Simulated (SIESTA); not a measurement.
**SIESTA run on Cs2RbPdF6 (I4/mmm, 10 atoms in the cell): self-consistent single point**

Computed with GGA PBEsol, numerical atomic orbitals DZP, PseudoDojo PBEsol standard norm-conserving potentials (rewritten from UPF to PSML) (SIESTA).

Input as run:

```
# files in the folder: Cs.psml Rb.psml Pd.psml F.psml (PseudoDojo PBEsol standard)
SystemName  Cs2RbPdF6
SystemLabel cs2rbpdf6

NumberOfAtoms                10
NumberOfSpecies              4
%block ChemicalSpeciesLabel
  1 55 Cs
  2 37 Rb
  3 46 Pd
  4 9 F
%endblock ChemicalSpeciesLabel
LatticeConstant              1.0 Bohr
%block LatticeVectors
    -6.111308147    6.111308147    9.089726279
     6.111308147   -6.111308147    9.089726279
     6.111308147    6.111308147   -9.089726279
%endblock LatticeVectors
AtomicCoordinatesFormat      ScaledCartesian
%block AtomicCoordinatesAndAtomicSpecies
    -0.000000000    6.111308147    4.544863139  1
     6.111308147    0.000000000    4.544863139  1
     0.000000000    0.000000000    9.089726279  2
     0.000000000    0.000000000    0.000000000  3
     2.617473279    2.617473279   -0.000000000  4
     3.493834867    3.493834867    9.089726279  4
     3.493834867   -3.493834867    9.089726279  4
    -3.493834867    3.493834867    9.089726279  4
     0.000000000   -0.000000000    4.122190867  4
    -0.000000000    0.000000000   14.057261690  4
%endblock AtomicCoordinatesAndAtomicSpecies

XC.functional                GGA
XC.authors                   PBEsol
PAO.BasisSize                DZP
PAO.EnergyShift              0.005 Ry
MeshCutoff                   400 Ry
%block kgrid.MonkhorstPack
    3   0   0  0.0
    0   3   0  0.0
    0   0   3  0.0
%endblock kgrid.MonkhorstPack
OccupationFunction           FD
ElectronicTemperature        232.09 K
Spin                         polarized
%block DM.InitSpin
  1 +0.00
  2 +0.00
  3 +0.00
  4 +1.00
  5 +0.00
  6 +0.00
  7 +0.00
  8 +0.00
  9 +0.00
  10 +0.00
%endblock DM.InitSpin

MaxSCFIterations             150
SCF.Mixer.Method             Pulay
SCF.Mixer.Weight             0.1
SCF.Mixer.History            8
SCF.DM.Tolerance             1.0E-04
Diag.ParallelOverK           true
WriteForces                  true
Charge.Mulliken              end
```

The program printed (abridged):

```
reinit: Reading from file input.fdf

reinit: System Name: Cs2RbPdF6
reinit: System Label: cs2rbpdf6

NOTE on units for spin output:
{S} is the spin magnetic moment, in units of the Bohr magneton,
assuming a g-factor for the electron spin of exactly 2.
The spin magnetic moment is then numerically equal to the charge inbalance,
in units of electrons, between the spin-up and -down channels.

coor:   Atomic-coordinates input format  =     Cartesian coordinates
coor:                                          (in units of alat)

siesta: Atomic coordinates (Bohr) and species
siesta:     -0.00000   6.11131   4.54486  1        1
siesta:      6.11131   0.00000   4.54486  1        2
siesta:      0.00000   0.00000   9.08973  2        3
siesta:      0.00000   0.00000   0.00000  3        4
siesta:      2.61747   2.61747  -0.00000  4        5
siesta:      3.49383   3.49383   9.08973  4        6
siesta:      3.49383  -3.49383   9.08973  4        7
siesta:     -3.49383   3.49383   9.08973  4        8
siesta:      0.00000  -0.00000   4.12219  4        9
siesta:     -0.00000   0.00000  14.05726  4       10

siesta: System type = bulk

initatomlists: Number of atoms, orbitals, and projectors:     10   124   150

siesta: ******************** Simulation parameters ****************************
redata: Spin configuration                          = collinear
redata: Time-Reversal Symmetry                      = T
redata: Number of Atomic Species                    =        4
redata: Mesh Cutoff                                 =   400.0000 Ry
redata: Net charge of the system                    =     0.0000 |e|
redata: Min. number of SCF Iter                     =        0
redata: Max. number of SCF Iter                     =      150
redata: SCF convergence failure will abort job
redata: SCF mix quantity                            = Hamiltonian
redata: Mix DM or H after convergence               =   F
   [... lines left out ...]
diag: Used triangular part                          = Lower
diag: Absolute tolerance                            =  0.100E-15
diag: Orthogonalization factor                      =  0.100E-05
diag: Memory factor                                 =  1.0000

superc: Internal auxiliary supercell:     5 x     5 x     7  =     175
superc: Number of atoms, orbitals, and projectors:   1750  21700  26250

                        Single-point calculation

superc: Internal auxiliary supercell:     5 x     5 x     7  =     175
superc: Number of atoms, orbitals, and projectors:   1750  21700  26250

outcell: Unit cell vectors (Ang):
       -3.233965    3.233965    4.810076
        3.233965   -3.233965    4.810076
        3.233965    3.233965   -4.810076

outcell: Cell vector modules (Ang)   :    6.637310    6.637310    6.637310
outcell: Cell angles (23,13,12) (deg):    121.6813    121.6813     87.1118
outcell: Cell volume (Ang**3)        :    201.2253
new_DM -- step:     1
Initializing Density Matrix...

Attempting to read DM from file... Failed...
DM filled with atomic data (user-defined):

InitMesh: MESH = 72 x 72 x 60 = 311040
InitMesh: Mesh cutoff (required, used) =   400.000   402.159 Ry

stepf: Fermi-Dirac step function
        iscf     Eharris(eV)        E_KS(eV)     FreeEng(eV)     dDmax    Ef(eV) dHmax(eV)
   scf:    1    -9662.296476    -9683.140057    -9683.140388  0.867397 -6.094134  9.901975
     spin moment: {S} , |S| = {        0.0        0.0    0.99769 }     0.99769
   scf:    2    -9690.363960    -9687.035554    -9687.035669  0.069890 -6.470107  6.035953
     spin moment: {S} , |S| = {        0.0        0.0    0.99930 }     0.99930
   scf:    3    -9690.314887    -9690.102936    -9690.102972  0.118436 -6.752802  3.443758
     spin moment: {S} , |S| = {        0.0        0.0    0.99980 }     0.99980
   scf:    4    -9687.203389    -9689.334060    -9689.334060  0.113846 -5.723290  5.272667
     spin moment: {S} , |S| = {        0.0        0.0    1.00000 }     1.00000
   scf:    5    -9690.545268    -9690.372501    -9690.372501  0.070363 -6.060642  0.365875
     spin moment: {S} , |S| = {        0.0        0.0    1.00000 }     1.00000
   scf:    6    -9690.367153    -9690.379631    -9690.379631  0.026321 -6.215961  0.602605
   [... lines left out ...]
   scf:    9    -9690.370906    -9690.372015    -9690.372015  0.000391 -6.193109  0.887512
     spin moment: {S} , |S| = {        0.0        0.0    1.00000 }     1.00000
   scf:   10    -9690.398476    -9690.392429    -9690.392429  0.011529 -6.108259  0.036431
     spin moment: {S} , |S| = {        0.0        0.0    1.00000 }     1.00000
   scf:   11    -9690.392389    -9690.392446    -9690.392446  0.001252 -6.101968  0.027238
     spin moment: {S} , |S| = {        0.0        0.0    1.00000 }     1.00000
   scf:   12    -9690.392473    -9690.392466    -9690.392467  0.000326 -6.104376  0.001969
     spin moment: {S} , |S| = {        0.0        0.0    1.00000 }     1.00000
   scf:   13    -9690.392467    -9690.392467    -9690.392467  0.000134 -6.104398  0.001932
     spin moment: {S} , |S| = {        0.0        0.0    1.00000 }     1.00000
   scf:   14    -9690.392467    -9690.392467    -9690.392467  0.000051 -6.104530  0.000368
     spin moment: {S} , |S| = {        0.0        0.0    1.00000 }     1.00000
SCF Convergence by DM+H criterion
max |DM_out - DM_in|         :     0.0000506782
max |H_out - H_in|      (eV) :     0.0003678286
SCF cycle converged after 14 iterations

Using DM_out to compute the final energy and forces

siesta: E_KS(eV) =            -9690.3925

siesta: E_KS - E_eggbox =     -9690.3925

siesta: Atomic forces (eV/Ang):
     1    0.000052   -0.000052   -0.000000
     2   -0.000052    0.000052    0.000000
     3   -0.000000   -0.000000    0.000000
     4   -0.000000   -0.000000    0.000000
     5    0.170293    0.170293    0.000254
     6   -0.170293   -0.170293   -0.000254
     7   -0.181219    0.181219   -0.000000
     8    0.181219   -0.181219   -0.000000
     9   -0.000252   -0.000252    0.032552
    10    0.000252    0.000252   -0.032552
   Tot    0.000000    0.000000    0.000000
   Max    0.181219
   Res    0.091192    sqrt( Sum f_i^2 / 3N )
   Max    0.181219    constrained

Stress tensor Voigt[x,y,z,yz,xz,xy] (kbar):       -7.48       -7.48       -1.45        0.05        0.05        0.24
(Free)E + p*V (eV/cell)    -9689.7057
Target enthalpy (eV/cell)    -9690.3925

siesta: Program's energy decomposition (eV):
siesta: Ebs     =     -1743.906809
siesta: Eions   =     14206.015788
siesta: Ena     =      2405.432232
siesta: Ekin    =      4350.906452
siesta: Enl     =      -248.597827
siesta: Eso     =         0.000000
siesta: Edftu   =         0.000000
siesta: DEna    =        11.306505
siesta: DUscf   =         3.271684
siesta: DUext   =         0.000000
siesta: Ex      =     -1864.804704
siesta: Ec      =      -141.891021
siesta: Exc     =     -2006.695725
siesta: Eharris =     -9690.392467
siesta: Etot    =     -9690.392467
siesta: FreeEng =     -9690.392467

siesta: Atomic forces (eV/Ang):
siesta:      1    0.000052   -0.000052   -0.000000
siesta:      2   -0.000052    0.000052    0.000000
siesta:      3   -0.000000   -0.000000    0.000000
siesta:      4   -0.000000   -0.000000    0.000000
siesta:      5    0.170293    0.170293    0.000254
siesta:      6   -0.170293   -0.170293   -0.000254
siesta:      7   -0.181219    0.181219   -0.000000
siesta:      8    0.181219   -0.181219   -0.000000
   [... lines left out ...]
siesta: Cell volume =        201.225289 Ang**3
siesta:           5.46812230          9.90258609  kBar
   [... lines left out ...]

Species: Pd
Atom  Qatom  Qorb
               4s      5s      5s      4py     4pz     4px     5py     5pz
               5px     4dxy    4dyz    4dz2    4dxz    4dx2-y2 4dxy    4dyz
               4dz2    4dxz    4dx2-y2
   4  8.408   0.986   0.211   0.003   0.995   0.994   0.995   0.112   0.136
              0.112   0.247   0.750   0.308   0.750   0.730   0.187   0.254

              0.110   0.254   0.273

Species: F
Atom  Qatom  Qorb
               2s      2s      2py     2pz     2px     2py     2pz     2px
               3Pdxy   3Pdyz   3Pdz2   3Pdxz   3Pdx2-y2
   5  3.719   0.947   0.001   1.006   1.081   1.006  -0.108  -0.115  -0.108
              0.002   0.002   0.001   0.002   0.002
   6  3.719   0.947   0.001   1.006   1.081   1.006  -0.108  -0.115  -0.108
   [... 9 lines left out ...]

mulliken: Qtot =       43.000

Mulliken Atomic Populations:
Atom #   charge [q] valence [e]      Sz [e]  Species
     1     0.907760    8.092240    0.000631  Cs
     2     0.907760    8.092240    0.000631  Cs
     3     0.443351    8.556649    0.009296  Rb
     4     0.575109   17.424891    0.609811  Pd
     5    -0.458330    7.458330    0.019689  F
     6    -0.458330    7.458330    0.019689  F
     7    -0.458379    7.458379    0.019674  F
     8    -0.458379    7.458379    0.019674  F
     9    -0.500280    7.500280    0.150452  F
    10    -0.500280    7.500280    0.150452  F
 Total    -0.000000                1.000000
```

The run converged in 14 iterations.

The starting cell comes from a database of computed structures (which also holds hypothetical and non-ambient phases and stackings), without a prior relaxation at this level. Its lattice was rescaled by a random factor within 2.5 % of one. With one magnetic atom in the cell only a parallel order is possible. Values carry the incompleteness of an atom-centred basis.

Cost on one core of a shared machine: roughly 3 min.
